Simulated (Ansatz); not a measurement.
The starting structures come from a database of crystals and need not be the phases stable at ambient conditions.

By PBEsol, the system below comes out a metal.

The ballistic (Sharvin) conductance counts the channels at the Fermi level: G/A = (e²/h) × channels of both spins per area.

Here is the system:

```yaml
crystal:
  lattice:
    - [2.92939, 0.00000, 0.00000]
    - [0.00000, 5.03287, 0.00000]
    - [0.00000, -2.51644, 4.35859]
  atoms:
    - { symbol: Y, position: [0.00000, 0.00000, 0.00000] }
    - { symbol: Co, position: [0.50000, 0.00000, 0.50000] }
    - { symbol: Co, position: [0.50000, 0.50000, 0.50000] }
    - { symbol: Co, position: [0.50000, 0.50000, 0.00000] }
    - { symbol: B, position: [0.00000, 0.66667, 0.33333] }
    - { symbol: B, position: [0.00000, 0.33333, 0.66667] }
```

The cell is taken as given; by PBEsol it stands under a pressure of -3.8 GPa.

The current flows along the normal of the first two printed cell vectors, the (100) plane of the conventional cell. No spin-orbit coupling; the value is a mean over 0.1 eV about the Fermi level.

Q: Predict the ballistic conductance per area from PBEsol in Ansatz (a program for electronic structure).

A: 0.36 × 10¹⁵ S/m² for both spins.
